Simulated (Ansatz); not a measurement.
## BAs (model structure, started from the NiAs type, P6₃/mmc, No. 194, 4 atoms in the cell)

Computed with LDA (Ansatz, a quantum-chemistry and plane-wave program, plane waves, PAW).

Numerical settings: plane-wave cutoff 520 eV, 18×18×12 k mesh (along the axes of the cell as run), Fermi–Dirac smearing 0.05 eV, scalar-relativistic PAW data made under PBE.

Cell (relaxed at this level):

```xyz
4
Lattice="3.2057 0.0000 0.0000 -1.6029 2.7762 0.0000 0.0000 0.0000 5.3580" Properties=species:S:1:pos:R:3 pbc="T T T"
B      0.0000     0.0000     0.0000
B      0.0000     0.0000     2.6790
As     0.0000     1.8508     1.3395
As     1.6029     0.9254     4.0185
```

```
Item               Value
---------------  -------
band gap            none
bulk modulus B0  139 GPa
```

Note: the bulk modulus is −V dP/dV from two relaxed cells at ±2 % in volume; the relaxation could raise the start's symmetry but not lower it, so the cell can be a saddle point.

Spin–orbit coupling is not included.

Computed values are for the static lattice.

Cost on a shared machine: around 3 core-minutes (rough).

A model structure was made by putting elements into a prototype or built by hand; it is no filed structure, need not be a known phase, and can be a saddle point held by its symmetry.
